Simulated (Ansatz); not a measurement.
## Habitual settings against a tight run: Y₂Mg (Cmcm, 6 atoms in the cell)

Self-consistent single point.

```xyz
6
Lattice="6.3681 -2.6047 0.0000 6.3681 2.6047 0.0000 0.0000 0.0000 5.2080" Properties=species:S:1:pos:R:3 pbc="T T T"
Y      8.3583     1.3202     3.9060
Y      4.3780    -1.3202     1.3020
Y      8.3583    -1.3202     1.3020
Y      4.3780     1.3202     3.9060
Mg     6.3681    -1.2538     3.9060
Mg     6.3681     1.2538     1.3020
```

Method: LDA (PW92), default PAW files made with PBE (plane waves; Ansatz, a quantum-chemistry and plane-wave program).

Base settings: basis.ecutwfc = 420 eV; kpoints.mp_grid.grid = 7 7 7; hamiltonian.xc = lda; hamiltonian.pseudopotentials = {kind: paw} (the program's default PAW files); scf.occupations.method = methfessel_paxton; scf.occupations.width = 0.272 eV.

Tight run (finer mesh or higher cutoff; not a proven limit): basis.ecutwfc: 420 eV → 590 eV; kpoints.mp_grid.grid: 7 7 7 → 10 10 10; scf.convergence.dr2_threshold: default (1e-07 eV) → 1e-09 eV. It gave Fermi level (on the code's own zero) 8.35 eV; pressure -2.74 GPa; largest force (vector length) 0.099 eV/Å.

Quick runs, as changes from the base:
- A: the base itself
- B: basis.ecutwfc: 420 eV → 295 eV; kpoints.mp_grid.grid: 7 7 7 → 4 4 4; scf.occupations.method: methfessel_paxton → gaussian; scf.occupations.width: 0.272 eV → 0.5 eV; kpoints.mp_grid.shift: default → 0.5 0.5 0.5; scf.convergence.dr2_threshold: default (1e-07 eV) → 0.001 eV
- C: basis.ecutwfc: 420 eV → 210 eV; kpoints.mp_grid.grid: 7 7 7 → 2 2 2; scf.occupations.width: 0.272 eV → 0.136 eV; kpoints.mp_grid.shift: default → 0.5 0.5 0.5
- D: basis.ecutwfc: 420 eV → 250 eV; kpoints.mp_grid.grid: 7 7 7 → 3 3 3
- E: basis.ecutwfc: 420 eV → 295 eV; kpoints.mp_grid.grid: 7 7 7 → 8 8 8; hamiltonian.xc: lda → pbesol; scf.occupations.method: methfessel_paxton → cold; scf.occupations.width: 0.272 eV → 0.136 eV [PBEsol]
- F: basis.ecutwfc: 420 eV → 335 eV; kpoints.mp_grid.grid: 7 7 7 → 6 6 6

Energies are extrapolated to zero smearing width, which holds to low order in the width alone.

Dashes: energy of E, another energy zero.

† marks runs with another functional, U, potentials or spin treatment: their distance from the tight run is not a convergence error alone.

The count of work is k-points × plane waves × bands × iterations; it is no time. 

Pressures in the table are Ansatz's without its Pulay estimate, at a fixed set of plane waves; the tight run's value above holds the estimate.

The starting cell comes from a database of computed structures (which also holds hypothetical and non-ambient phases and stackings), without a prior relaxation at this level. Its lattice was rescaled by a random factor within 2.5 % of one.

```tsv
run	energy less tight (meV/atom)	pressure less tight (GPa)	largest miss in a force vector (eV/Å)	count of work / tight
A	-0.2	-0.01	0.001	0.18
B	8.3	-0.35	0.027	0.017
C	720.6	-22.61	0.139	0.0020
D	140.8	-5.27	0.040	0.0086
E†	–	0.96	0.046	0.17
F	2.8	-0.14	0.011	0.10
```

Among the runs at the tight run's level, the energy misses run from 0.2 to 720.6 meV/atom.

Keys are those of Ansatz 0.2.
